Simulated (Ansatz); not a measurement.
Base system: SnO₂ in the rutile structure (space group P4_2/mnm, No. 136; a = 4.760 Å, c = 3.201 Å).

Method: Ansatz (an electronic-structure program), r2SCAN, PAW, cutoff 500 eV, no SOC.

Before the change:

| Item | Result |
|---|---|
| Shortest interatomic distance | 2.059 Å |
| Valence-band top at Γ | 0.00, -0.77, -0.77 eV |

Perturbation: cell and atoms relaxed at a pressure of 18 GPa.

Problem. What happens to the shortest interatomic distance and valence-band top at Γ?

Solution. The shortest interatomic distance drops by 0.066 Å (2.059 Å → 1.993 Å); the valence-band top at Γ (three highest levels, from the VBM) becomes 0.00, -0.81, -0.81 eV (base: 0.00, -0.77, -0.77 eV).

The levels and masses belong to the bands next to the band gap. Load acts through the strain it causes; cell and atoms are relaxed under it. Whether these cells are dynamically stable was not tested. No other phases were tried under pressure.
